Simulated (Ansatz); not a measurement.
# Amorphous Si30N41Al

The cell was made by melting and quenching with the CHGNet potential and then relaxed with DFT. N atoms were pushed apart under 1.9 Å during the dynamics, to hinder bonds among them. The hot cell started wider than the set density and was brought back towards it in steps. It is the lowest in DFT energy of 2 quenches. It is a model cell: composition and starting density were chosen by hand, and all elements were melted together. No dispersion term was used.

Methods: PBE, scalar-relativistic without spin-orbit coupling (Ansatz, a quantum-chemistry and plane-wave program); r2SCAN, scalar-relativistic without spin-orbit coupling (Ansatz); HSE06, scalar-relativistic without spin-orbit coupling (Ansatz). Geometry, pressure, stress and energy are those of the PBE run. Its sampling: a 2×2×2 Γ-centred mesh; Fermi-Dirac width 0.02 eV; no spin polarisation. Other functionals are single points at the zone centre (r2SCAN at 500 eV; exact exchange cut at the cell's faces), free to take moments where seeds were set. At PBE the levels at the filled edge of the gap are localised (band-tail or defect states), and the nearest spread-out levels lie 2.6 eV apart at the zone centre.

```json
{
 "number_of_atoms_in_the_cell": "72",
 "Density (held, not predicted)": "2.96 g/cm³",
 "volume_per_atom": "11.24 Å³",
 "Pressure on a 2×2×2 Γ-centred mesh": "3.92 GPa",
 "Largest force and stress component on that mesh (the relaxation ran on the zone centre alone)": "0.15 eV/Å and 4.1 GPa",
 "Energy relative to beta Si3N4 + wurtzite AlN (lowest mix at this level among the phases computed, not always the ambient ones)": "0.375 eV/atom",
 "Level gap on a 2×2×2 Γ-centred mesh (PBE)": "2.31 eV",
 "Level gap at the zone centre (PBE)": "2.33 eV",
 "Level gap at the zone centre (r2SCAN)": "2.76 eV",
 "Level gap at the zone centre (HSE06)": "3.65 eV"
}
```

Neighbours within Si-Si 2.60 Å, Si-N 2.16 Å, Si-Al 2.55 Å, N-N 1.70 Å, N-Al 2.30 Å, Al-Al 2.66 Å count as bonded. Two cations that share two anions don't count as bonded, nor two that share one unless they lie closer than Si-Si 2.38 Å, Si-Al 2.48 Å, Al-Al 2.59 Å.

```
Property                                                          Result
---------------------------------  -------------------------------------
Mean coordination of Si by anions             4.07 (28 with 4, 2 with 5)
Mean coordination of N              3.07 (1 with 2, 36 with 3, 4 with 4)
Mean coordination of Al by anions                        4.00 (1 with 4)
Mean Si-N bond                     1.763 Å (spread 0.069 Å, 122 counted)
Mean N-Al bond                       1.903 Å (spread 0.062 Å, 4 counted)
```

Its density started from a set value of 2.96 g/cm³. The simulated quench (nominally 380 K/ps over its main leg) is rapid and tends to freeze in more defects than a deposited or slowly cooled glass has. A cell of this size samples the disorder only roughly. The volume was held where the preparation left it and the shape relaxed, at a PBE pressure of 3.9 GPa. Stress components on the final sampling reach 4.1 GPa. On a 2×2×2 Γ-centred mesh force components of up to 0.15 eV/Å stay, since the relaxation ran on the zone centre alone.
